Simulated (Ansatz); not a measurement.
**PtSn2 (Fm-3m): band-structure transport figures**

Input:

```xyz
3
Lattice="0.0000 3.2261 3.2261 3.2261 0.0000 3.2261 3.2261 3.2261 0.0000" Properties=species:S:1:pos:R:3 pbc="T T T"
Sn     4.8392     4.8392     4.8392
Sn     1.6131     1.6131     1.6131
Pt     0.0000     0.0000     0.0000
```

Method: PBEsol, rigid bands (plane waves, PAW, scalar-relativistic; Ansatz, an electronic-structure program). Cell: cell and atoms relaxed with PBEsol.

The density of states at the Fermi level is 0.997 states/(eV·cell), both spins, the bare Sommerfeld coefficient is 0.78 mJ/(mol of atoms·K²) and the drude plasma energy is 5.9 eV. The root-mean-square Fermi velocity comes out as 9.4e5 m/s and the resistivity times τ is 14.2 ×10⁻²² Ω·m·s.

A metal at this level (no band gap); rigid bands, thermally averaged at 300 K, both spins. Spin-orbit coupling is left out, which matters with elements this heavy. τ is one relaxation time for all states.

Formula and space group known from diffraction (Crystallography Open Database), not checked to be the room-temperature form: PtSn2 (Fm-3m).
